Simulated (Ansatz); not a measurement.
The starting structures come from a database of crystals and need not be the phases stable at ambient conditions.

```xyz
18
Lattice="6.1540 0.0000 0.0000 -1.6740 6.0015 0.0000 0.0000 0.0000 11.9439" Properties=species:S:1:pos:R:3 pbc="T T T"
Sr     4.3694     4.1115     1.9850
Sr     0.1106     1.8900     9.9589
Sr     2.3506     4.8908     7.9569
Sr     2.1294     1.1108     3.9870
Sr    -0.8370     3.0008     5.9719
Sr     3.0770     0.0000     0.0000
P      2.7841     4.2978     4.7535
P      1.6959     1.7038     7.1903
P      3.9359     4.7045    10.7255
P      0.5441     1.2970     1.2184
P      1.2529     3.3838     1.5760
P      3.2271     2.6177    10.3679
P     -0.6869     5.6185     7.5479
P      5.1669     0.3831     4.3959
P      0.9098     3.9933     3.6623
P      3.5702     2.0082     8.2815
P     -0.3439     5.0090     9.6343
P      4.8239     0.9925     2.3096
```

The cell is taken as given.

Transport runs along the normal of the first two printed cell vectors.

The gap is the functional's own, uncorrected, and κ follows it; spin-orbit coupling is left out. Mid-gap means the computed energy nearest the middle.

**Question.** Give the band gap and the smallest decay constant κ at mid-gap that Ansatz (an electronic-structure program) with r2SCAN yields.

**Answer.** Gap 1.06 eV on a 6×6×4 mesh; κ = 0.224 1/Å, at the zone centre.
